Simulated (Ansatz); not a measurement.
## A computed series for TiB2: response to strain

Consider TiB2 (space group P6/mmm, No. 191; a = 3.017 Å, c = 3.185 Å). Axes: x lies along a and z along c of the hexagonal cell.

Strains are applied to the cell and any free atomic positions relax.

Levels (all Ansatz, a quantum-chemistry and plane-wave program, PAW): PBEsol (420 eV, scalar-relativistic without spin-orbit coupling); r2SCAN (500 eV, no spin-orbit coupling).

Pressures by level, all at the geometries relaxed with PBEsol:

```json
[
 {"case": "base", "PBEsol": "0.0 GPa", "r2SCAN": "4.1 GPa"},
 {"case": "isotropic strain −4.20 %", "PBEsol": "44.1 GPa", "r2SCAN": "(withheld)"},
 {"case": "isotropic strain −2.33 %", "PBEsol": "21.7 GPa", "r2SCAN": "(withheld)"},
 {"case": "uniaxial strain ε_xx = +1.63 %", "PBEsol": "-4.4 GPa", "r2SCAN": "-0.5 GPa"},
 {"case": "uniaxial strain ε_zz = −1.77 %", "PBEsol": "4.3 GPa", "r2SCAN": "(withheld)"},
 {"case": "uniaxial strain ε_zz = +1.37 %", "PBEsol": "-3.0 GPa", "r2SCAN": "(withheld)"}
]
```

Problem. What belongs in the blanks?

Solution. 
- isotropic strain −4.20 %, r2SCAN: 50.0 GPa
- isotropic strain −2.33 %, r2SCAN: 26.7 GPa
- uniaxial strain ε_zz = −1.77 %, r2SCAN: 8.7 GPa
- uniaxial strain ε_zz = +1.37 %, r2SCAN: 1.0 GPa

Single points use the geometry relaxed with PBEsol. Their cutoffs differ, which shifts pressures a little. A case with no gap was solved on a k-mesh chosen for an insulator, which is coarse for it. Stability against distortions was not tested. All final runs are without spin polarisation.
